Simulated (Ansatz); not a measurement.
The starting structures come from a database of crystals and need not be the phases stable at ambient conditions.

By PBEsol, the system below comes out a metal.

The ballistic (Sharvin) conductance counts the channels at the Fermi level: G/A = (e²/h) × channels of both spins per area.

Here is the system:

```xyz
2
Lattice="4.0858 0.0000 0.0000 -2.0429 3.5384 0.0000 2.0429 1.1795 1.6680" Properties=species:S:1:pos:R:3 pbc="T T T"
Zn     0.0000     2.3590     0.8340
Ni     0.0000     0.0000     0.0000
```

The cell is taken as given; by PBEsol it stands under a pressure of -7.6 GPa.

The current flows along the normal of the first two printed cell vectors, the (111) plane of the conventional cell. No spin-orbit coupling; the value is a mean over 0.1 eV about the Fermi level.

Problem. State the ballistic conductance per area according to PBEsol run with Ansatz (an electronic-structure program).

Solution. 1.0 × 10¹⁵ S/m² for both spins.
